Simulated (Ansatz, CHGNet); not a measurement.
For L1₂ (Cu3Au-type) Ni₃Fe, the machine-learned potential CHGNet 0.3.0 (trained on PBE and PBE+U data) gives:

```
Quantity                       Result
---------------------  --------------
lattice constant a            3.522 Å
enthalpy of formation  -0.047 eV/atom
```

**Question.** What does r²SCANh (Ansatz, a quantum-chemistry and plane-wave program, plane waves, PAW) give for the same quantities?

**Answer.** 
- lattice constant a: 3.525 Å (goes up by 0.1 %)
- formation enthalpy: -0.185 eV/atom (moves by -0.138 eV/atom)

For comparison: lattice constant a 3.545 Å (measured, temperature not stated, copied from a table, unchecked, no zero-point or thermal correction; as tabulated in Mineralogical Magazine 44, 225 (1981)).

Changes are worked out from the printed values.

Unless a cell is named, each level is at its own relaxed cell (CHGNet 0.3.0 10.92, r²SCANh 10.95 Å³/atom).

Spin-polarised runs: r²SCANh (parallel moments).

Ansatz's density-functional and Hartree–Fock values are scalar-relativistic unless marked +SOC, with PAW data made under PBE.
